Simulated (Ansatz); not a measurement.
**The (201) surface of alpha gallium in its 1x1 cell, outermost plane spacing 0.34 Å in the ideal cut**

The numbers are results of r2SCAN, at the PBE geometry (plane waves to 500 eV, PAW; Ansatz, a first-principles code), not measurements.

Slab: 22 atoms, 10.6 Å thick at the start; k 6x6x1, smearing 0.1 eV, dipole-corrected; single point; on the structure that PBE left under its start's symmetry; no spin, no spin-orbit, no U.

```
Property                                                      Value
-----------------------------------  ------------------------------
surface energy (mean of both faces)                      0.72 J/m^2
work function of the top face                               4.43 eV
cost                                 around 12 core-minutes (rough)
```
